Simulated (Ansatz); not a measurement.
Relaxation of the outer planes of the (100) surface of zinc-blende GaAs in its 1x1 cell (cut with top plane As, bottom plane As), relaxed from an ideal cut (the real face may reconstruct), outermost plane spacing 1.44 Å in the ideal cut (one of several cuts of this face), with 1 As a cell over the bulk's ratio.

Calculation: PBE (plane waves to 420 eV, PAW; Ansatz, an electronic-structure program).

Set-up: 9 atoms, As5Ga4, 11.5 Å thick at the start; mesh 6x6x1; 0.025 eV smearing; dipole correction on; all atoms relaxed; held to the start's symmetry, so lower structures may exist; spin-polarised from one start with parallel moments (other orders not tried), no spin-orbit, no U. The slab shows no gap on its mesh. The starting moment vanished.

```csv
plane,atoms,bulk spacing to the next (Å),relaxed spacing (Å),change (%),rumpling (Å)
1,As,1.436,1.391,-3.1,0.00
2,Ga,1.436,1.477,2.8,0.00
```
